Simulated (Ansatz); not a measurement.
Start from SiC (space group Pm-3n, No. 223; a = 5.357 Å; a hypothetical phase, not in the database extracts checked). Axes: x, y, z lie along the cube axes.

(Cell as relaxed with PBE.)

Levels (all Ansatz, a quantum-chemistry and plane-wave program, PAW): PBE (420 eV, scalar-relativistic without spin-orbit coupling); PBEsol (420 eV, scalar-relativistic without spin-orbit coupling).

Each level relaxes its own structure.

```json
[
 {"base": "volume per atom", "PBE": "12.81 Å³", "PBEsol": "12.63 Å³"},
 {"base": "lattice parameter a", "PBE": "5.357 Å", "PBEsol": "5.331 Å"},
 {"base": "band gap", "PBE": "1.88 eV", "PBEsol": "1.75 eV"}
]
```

Modification: a pure shear with ε_yz = ε_zy = -0.0073, atoms relaxed at fixed cell.

| quantity | PBE | PBEsol |
|---|---|---|
| shift of the gap caused by the change | -0.02 eV | (withheld) |
| valence-band top at Γ (three highest levels, from the VBM) | 0.00, -0.02, -0.05 eV | (withheld) |
| band gap | 1.85 eV | (withheld) |

**Question.** Predict the PBEsol column.

**Answer.** 
- shift of the gap caused by the change, PBEsol: -0.02 eV
- valence-band top at Γ (three highest levels, from the VBM), PBEsol: 0.00, -0.02, -0.05 eV
- band gap, PBEsol: 1.73 eV

PBE's band gap lies 0.12 eV above PBEsol's; the two agree on the shift of the gap caused by the change and valence-band top at Γ. Neither level is exact; PBEsol is the comparison here, not a measurement.

The cells carry an imposed strain or load. No phonon test of stability was made.
